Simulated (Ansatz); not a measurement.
ZnS (model structure, started from the NiAs type, P6₃/mmc, No. 194, 4 atoms in the cell)

Computed with r²SCAN (Ansatz, an electronic-structure program, plane waves, PAW).

Settings: plane-wave cutoff 560 eV, 12×12×6 k mesh (along the axes of the cell as run), Fermi–Dirac smearing 0.01 eV, scalar-relativistic PAW data made under PBE.

Cell (relaxed with PBEsol):

```yaml
crystal:
  lattice:
    - [3.56484, 0.00000, 0.00000]
    - [-1.78242, 3.08724, 0.00000]
    - [0.00000, 0.00000, 5.81629]
  atoms:
    - { symbol: Zn, position: [0.00000, 0.00000, 0.00000] }
    - { symbol: Zn, position: [0.00000, 0.00000, 0.50000] }
    - { symbol: S, position: [0.33333, 0.66667, 0.25000] }
    - { symbol: S, position: [0.66667, 0.33333, 0.75000] }
```

| Quantity | Value |
|---|---|
| band gap | 0.83 eV (indirect) |
| smallest direct gap on the k points sampled | 2.58 eV |

Note: the relaxation could raise the start's symmetry but not lower it, so the cell can be a saddle point; cell and atoms aren't relaxed at this level (pressure 2.6 GPa).

The result took roughly 21 core-seconds.

A model structure was made by putting elements into a prototype or built by hand; it is no filed structure, need not be a known phase, and can be a saddle point held by its symmetry.
